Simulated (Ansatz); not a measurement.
CsCl-type AuZn (cubic form, which distorts at low temperature): PBE at its full settings (plane-wave cutoff 520 eV, 18×18×18 k mesh, Fermi–Dirac smearing 0.05 eV, scalar-relativistic PAW data made under PBE) and at cheaper ones, in a cell of 2 atoms with Γ-centred meshes.

| level and setting | lattice parameter a (Å) | bulk modulus B0 (GPa) |
|---|---|---|
| PBE (Ansatz) | 3.186 | 117 |
| PBE (Γ point alone) (Ansatz) | 3.241 | 121 |
| PBE (2×2×2 k mesh) (Ansatz) | 3.177 | 143 |
| PBE (4×4×4 k mesh) (Ansatz) | 3.184 | 113 |
| PBE (6×6×6 k mesh) (Ansatz) | 3.189 | 114 |
| PBE (Fermi-Dirac smearing of 0.3 eV) (Ansatz) | 3.189 | 114 |

Largest shifts from the full settings: lattice constant a +1.73 % (PBE (Γ point alone)); bulk modulus +22 % (PBE (2×2×2 k mesh)), against a difference of -10.7 % of the full result from the reference 131 GPa (measured, temperature not stated, not corrected to a static lattice; as tabulated in Nepal et al. (2020), arXiv:2007.11150).

Caveats: symmetry holds this phase in the static calculation, where it need not be a minimum (PBE, PBE (Γ point alone), PBE (2×2×2 k mesh), PBE (4×4×4 k mesh), PBE (6×6×6 k mesh), PBE (Fermi-Dirac smearing of 0.3 eV)). Ansatz's density-functional and Hartree–Fock values are scalar-relativistic unless marked +SOC, with PAW data made under PBE.

Run with cheap settings on purpose, which may leave them unconverged: PBE (2×2×2 k mesh), PBE (4×4×4 k mesh), PBE (6×6×6 k mesh), PBE (Fermi-Dirac smearing of 0.3 eV), PBE (Γ point alone).

Ansatz is a first-principles code.
